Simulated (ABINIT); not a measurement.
# ABINIT run on Nb (Im-3m, 1 atom in the cell): self-consistent single point

Level of theory: PBE, PAW (JTH v2.0 PBE PAW) (plane waves; ABINIT).

Input as run:

```
# Nb, JTH v2.0 PBE PAW
pp_dirpath "./"
pseudos "Nb.GGA_PBE-JTH.xml"
acell 3*1.0
rprim
        -3.1347060414    3.1347060414    3.1347060414
         3.1347060414   -3.1347060414    3.1347060414
         3.1347060414    3.1347060414   -3.1347060414
natom 1
ntypat 1
znucl 41
typat 1
xcart
         0.0000000000    0.0000000000    0.0000000000
      Angstrom
ecut 40 Ry
pawecutdg 80 Ry
pawxcdev 0
occopt 7
tsmear 0.00367493
nband 12
kptopt 1
ngkpt 9 9 9
nshiftk 1
shiftk 0 0 0
nstep 50
tolvrs 1.0e-11
prtwf 0
prtden 0
enunit 2
```

The program printed (abridged):

```
 Symmetries : space group Im -3 m (#229); Bravais cI (body-center cubic)

 -outvars: echo values of preprocessed input variables --------
            acell      1.0000000000E+00  1.0000000000E+00  1.0000000000E+00 Bohr
             ecut      2.00000000E+01 Hartree
           enunit           2
              ixc     -101130
         kptrlatt        9    0    0      0    9    0      0    0    9
          kptrlen      4.88652312E+01
            natom           1
            nband          12
            ngfft          24      24      24
          ngfftdg          32      32      32
             nkpt          35
            nstep          50
             nsym          48
           ntypat           1
           occopt           7
        pawecutdg      4.00000000E+01 Hartree
         pawxcdev           0
            rprim     -3.1347060414E+00  3.1347060414E+00  3.1347060414E+00
                       3.1347060414E+00 -3.1347060414E+00  3.1347060414E+00
                       3.1347060414E+00  3.1347060414E+00 -3.1347060414E+00
          spgroup         229
           tolvrs      1.00000000E-11
           tsmear      3.67493000E-03 Hartree
            typat      1
           useylm           1
            znucl       41.00000

== DATASET  1 ==================================================================

 Real(R)+Recip(G) space primitive vectors, cartesian coordinates (Bohr,Bohr^-1):
 R(1)= -3.1347060  3.1347060  3.1347060  G(1)=  0.0000000  0.1595046  0.1595046
 R(2)=  3.1347060 -3.1347060  3.1347060  G(2)=  0.1595046  0.0000000  0.1595046
 R(3)=  3.1347060  3.1347060 -3.1347060  G(3)=  0.1595046  0.1595046  0.0000000
 Unit cell volume ucvol=  1.2321128E+02 bohr^3
 Angles (23,13,12)=  1.09471221E+02  1.09471221E+02  1.09471221E+02 degrees

 Coarse grid specifications (used for wave-functions):

 getcut: wavevector=  0.0000  0.0000  0.0000  ngfft=  24  24  24
         ecut(hartree)=     20.000   => boxcut(ratio)=   2.19570

 Fine grid specifications (used for densities):

 getcut: wavevector=  0.0000  0.0000  0.0000  ngfft=  32  32  32
         ecut(hartree)=     40.000   => boxcut(ratio)=   2.07215

   2.03574856E+02                                ecore*ucvol(ha*bohr**3)

_setup2: Arith. and geom. avg. npw (full set) are     526.004     525.971

--- !BeginCycle
solver: {iscf: 17, nstep: 50, nline: 4, wfoptalg: 10, }
tolerances: {tolvrs: 1.00E-11, }
...

     iter   Etot(hartree)      deltaE(h)  residm     nres2
 ETOT  1  -57.446803971207    -5.745E+01 3.380E-01 5.314E+00
 ETOT  2  -57.531307228313    -8.450E-02 2.733E-02 5.471E-01
 ETOT  3  -57.531103974156     2.033E-04 8.675E-03 1.196E-01
 ETOT  4  -57.531186768706    -8.279E-05 1.532E-03 5.923E-04
 ETOT  5  -57.531187955994    -1.187E-06 1.731E-03 9.854E-05
 ETOT  6  -57.531188143792    -1.878E-07 6.011E-05 2.749E-06
 ETOT  7  -57.531188156377    -1.259E-08 4.926E-05 1.030E-08
 ETOT  8  -57.531188156407    -2.942E-11 1.133E-05 7.939E-09
 ETOT  9  -57.531188156409    -1.741E-12 9.490E-06 2.475E-10
 ETOT 10  -57.531188156414    -5.556E-12 3.273E-06 1.561E-11
 ETOT 11  -57.531188156415    -7.532E-13 1.867E-06 7.198E-12

 At SCF step   11       nres2   =  7.20E-12 < tolvrs=  1.00E-11 =>converged.

 Cartesian components of stress tensor (hartree/bohr^3)
  sigma(1 1)=  6.51401358E-05  sigma(3 2)=  0.00000000E+00
  sigma(2 2)=  6.51401358E-05  sigma(3 1)=  0.00000000E+00
  sigma(3 3)=  6.51401358E-05  sigma(2 1)=  0.00000000E+00

 ----iterations are completed or convergence reached----

 reduced coordinates (array xred) for    1 atoms
       0.000000000000      0.000000000000      0.000000000000
 cartesian forces (eV/Angstrom) at end:
    1     -0.00000000000000    -0.00000000000000    -0.00000000000000
 frms,max,avg= 0.0000000E+00 0.0000000E+00   0.000E+00  0.000E+00  0.000E+00 e/A
 length scales=  1.000000000000  1.000000000000  1.000000000000 bohr
              =  0.529177208590  0.529177208590  0.529177208590 angstroms
 Fermi (or HOMO) energy (hartree) =   0.50465   Average Vxc (hartree)=  -0.45443
 Eigenvalues (hartree) for nkpt=  35  k points:
 kpt#   1, nband= 12, wtk=  0.00137, kpt=  0.0000  0.0000  0.0000 (reduced coord)
  -1.49342   -0.58700   -0.58700   -0.58700    0.28833    0.51843    0.51843    0.51843
   0.62370    0.62370    1.02444    1.02444
      occupation numbers for kpt#   1
   2.00000    2.00000    2.00000    2.00000    2.00000    0.00000    0.00000    0.00000
   0.00000    0.00000    0.00000    0.00000
 prteigrs : prtvol=0 or 1, do not print more k-points.

 Fermi (or HOMO) energy (eV) =  13.73216   Average Vxc (eV)= -12.36580
 Eigenvalues (   eV  ) for nkpt=  35  k points:
 kpt#   1, nband= 12, wtk=  0.00137, kpt=  0.0000  0.0000  0.0000 (reduced coord)
 -40.63813  -15.97313  -15.97313  -15.97313    7.84584   14.10710   14.10710   14.10710
  16.97169   16.97169   27.87653   27.87653
 prteigrs : prtvol=0 or 1, do not print more k-points.

--- !EnergyTerms
comment             : Components of total free energy in Hartree
kinetic             :  1.31583367642299E+01
hartree             :  8.82248406185057E+00
xc                  : -6.60647379835548E+00
Ewald energy        : -4.90500899322270E+01
psp_core            :  1.65224209476832E+00
local_psp           : -4.00390063073732E+01
spherical_terms     :  1.45316266398362E+01
internal            : -5.75308804772707E+01
'-kT*entropy'       : -3.05224927065126E-04
total_energy        : -5.75311857021977E+01
total_energy_eV     : -1.56550317806345E+03
...

-Cartesian components of stress tensor (GPa)         [Pressure= -1.9165E+00 GPa]
- sigma(1 1)=  1.91648864E+00  sigma(3 2)=  0.00000000E+00
- sigma(2 2)=  1.91648864E+00  sigma(3 1)=  0.00000000E+00
- sigma(3 3)=  1.91648864E+00  sigma(2 1)=  0.00000000E+00

 Calculation completed.
```

The run converged in 11 iterations.

The starting cell comes from a database of computed structures (which also holds hypothetical and non-ambient phases and stackings), without a prior relaxation at this level. Spin polarisation is off.
